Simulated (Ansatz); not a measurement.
How far to go with the plane-wave cutoff: ZnSe (R3m, 2 atoms in the cell)

```yaml
crystal:
  lattice:
    - [0.00000, 2.82083, 2.82083]
    - [2.82083, 0.00000, 2.82083]
    - [2.82083, 2.82083, 0.00000]
  atoms:
    - { symbol: Zn, position: [0.00512, 0.00512, 0.00512] }
    - { symbol: Se, position: [0.25000, 0.25000, 0.25000] }
```

Method of the run: LDA (PW92), default PAW files made with PBE (plane waves; Ansatz, a first-principles code).

Base settings: basis.ecutwfc = 30.9 Ry; kpoints.mp_grid.grid = 8 8 8; hamiltonian.xc = lda; hamiltonian.pseudopotentials = {kind: paw} (the program's default PAW files); scf.occupations.method = fermi_dirac; scf.occupations.width = 0.0007 Ry.

The second cell is the first with its lattice scaled by 0.98.

The mesh stays at the base's, so the ladder's end is converged at best in this setting alone.

The first pressure column holds Ansatz's estimate of the finite-basis (Pulay) stress, which hides part of the cutoff error; the other is without it.

Only quantities that move along the ladder and can be compared are tabulated.

The count of work is k-points × plane waves × bands × iterations; it is no time. 

The starting cell has typed, rounded lattice constants, without a prior relaxation at this level. Its lattice was rescaled by up to half a per cent. One atom was moved a little off its site on purpose.

```tsv
basis.ecutwfc	free energy less the last step's (meV/atom)	energy of the compressed cell less the first (meV/atom)	pressure (GPa)	pressure without the Pulay estimate (GPa)	largest difference of a force vector from the last step's (eV/Å)	count of work / last
10.7 Ry	26527.18	-101.06	-9.70	-604.10	0.710	0.069
12.5 Ry	12197.30	-62.99	0.84	-312.18	0.081	0.093
14 Ry	6347.12	20.63	-5.14	-187.63	0.158	0.11
15.4 Ry	3391.92	-0.14	-2.26	-117.95	0.020	0.13
16.9 Ry	1636.61	-9.27	-1.51	-69.16	0.012	0.12
18.4 Ry	728.97	-5.17	-1.70	-38.17	0.023	0.15
21.7 Ry	94.06	-2.47	-2.37	-8.93	0.003	0.19
24.6 Ry	13.38	-3.64	-2.43	-3.41	0.001	0.19
27.9 Ry	2.99	-4.30	-2.50	-2.61	0.000	0.23
30.9 Ry	1.59	-4.55	-2.53	-2.57	0.000	0.27
33.8 Ry	0.98	-4.61	-2.53	-2.55	0.000	0.29
37.1 Ry	0.69	-4.62	-2.53	-2.54	0.000	0.35
41.5 Ry	0.52	-4.63	-2.53	-2.54	0.000	0.41
46.3 Ry	0.31	-4.63	-2.53	-2.54	0.000	0.50
54 Ry	0.09	-4.63	-2.53	-2.54	0.000	0.63
61.7 Ry	0.03	-4.64	-2.53	-2.54	0.000	0.74
74.2 Ry	0.00	-4.64	-2.54	-2.54	0.000	1.0
```

Coarsest basis.ecutwfc that holds the forces within 0.005 eV/Å of the last step, with all finer ones: 21.7 Ry, at 0.19 of the last step's count of work; the step before is off by 0.023 eV/Å.

Coarsest basis.ecutwfc that holds the energy of the compressed cell less the first within 2 meV/atom of the last step, with all finer ones: 24.6 Ry, at 0.19 of the last step's count of work; the step before is off by 2.2 meV/atom.

Coarsest basis.ecutwfc that holds the pressure without the Pulay estimate within 0.5 GPa of the last step, with all finer ones: 27.9 Ry, at 0.23 of the last step's count of work; the step before is off by 0.88 GPa.

The energy difference between the two cells stays within 1 meV/atom of the last step's from 27.9 Ry on, the total only from 33.8 Ry on: much of the error is common to both cells and cancels.

At the lowest cutoff the pressure without the Pulay estimate lies 602 GPa under the last step's, the usual sign of Pulay stress in an incomplete plane-wave basis.

Keys are those of Ansatz 0.2.
